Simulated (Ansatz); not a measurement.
Mg_Si in 4H silicon carbide (start: the Si(h) site; 96-site cell, 2×2×2 shifted sampling). All values below come from PBE, PAW (plane waves to 420 eV; Ansatz, a first-principles code). Total energies of the localised charge states, counted from that of charge 0, and their image corrections (point charge with alignment); the host's valence-band maximum lies at 9.362 eV on the cells' energy zero and its gap is 2.23 eV.

| charge | moment (μB) | E − E(first) (eV) | correction (eV) |
|---|---|---|---|
| 0 | 0 in all, 0.20 on one atom | 0.000 | 0.000 |
| −1 | 1.0 | 9.482 | 0.198 |
| −2 | not spin-polarised | 19.224 | 0.725 |

Q: Derive the transition levels above the valence-band maximum and say which of them are thermodynamic.

A: A level is the Fermi energy at which two charges have equal formation energy: ε(q/q′) = [E(q′) + corr(q′) − E(q) − corr(q)] / (q − q′) − E_VBM.
ε(0/−1) = [(9.482 + 0.198) − (0.000 + 0.000)] / 1 − 9.362 = 0.32 eV
ε(−1/−2) = [(19.224 + 0.725) − (9.482 + 0.198)] / 1 − 9.362 = 0.91 eV
Thermodynamic levels at least 0.1 eV inside the gap: (0/−1) at 0.32 eV; (−1/−2) at 0.91 eV. They hold to tenths of an eV in this cell. Only the charges listed were compared. Charge +1 has its level within 0.1 eV of a band edge or past it. Flagged in the runs: a doubtful potential alignment, a host whose relaxation on this sampling wasn't shown to rest, a strain field that reaches the edge of the cell.
